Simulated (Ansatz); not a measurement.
Consider Si in the diamond structure (space group Fd-3m, No. 227; a = 5.434 Å). Axes: x, y, z lie along the cube axes.

All numbers come from PBEsol (Ansatz, an electronic-structure program, PAW, spin-orbit coupling left out).

For the base:

The valence-band top at Γ comes out as 0.00, 0.00, 0.00 eV. The shortest interatomic distance is 2.353 Å.

Now apply this change: the cell is compressed by 3.00 % along z with no lateral relaxation, atoms relaxed at fixed cell.

Problem. How does this affect the valence-band top at Γ and shortest interatomic distance?

Solution. The valence-band top at Γ (three highest levels, from the VBM) becomes 0.00, -0.21, -0.21 eV (base: 0.00, 0.00, 0.00 eV); the shortest interatomic distance shrinks by 0.023 Å to 2.330 Å.

The levels and masses belong to the bands next to the band gap. The cells carry an imposed strain or load. Stability against distortions was not tested.
